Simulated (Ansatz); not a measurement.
The starting structures come from a database of crystals and need not be the phases stable at ambient conditions.

 Where the default PAW files enter, the runs use the earlier of Ansatz's two default sets.

Crystal: AgNO$_{3}$ (R3m, not sure to be the ambient phase, 5 atoms a cell, 12.8 Å³ an atom, -4 GPa at this level); planes in its conventional cell.

Method: r2SCAN (plane waves, PAW; Ansatz, a first-principles code).

No gap correction and no spin-orbit coupling; mid-gap values are interpolated between computed energies.

```
plane  area of the cell (Å²)  mid-gap κ (1/Å)  largest κ in the gap (1/Å)
-----  ---------------------  ---------------  --------------------------
(001)                   23.0             0.76                        0.78
(110)                   24.9              [?]                         [?]
```

### Question
The slowest decay depends on the direction. Supply the withheld values.

### Answer

- (110), mid-gap κ (1/Å): 0.36
- (110), largest κ in the gap (1/Å): 0.38
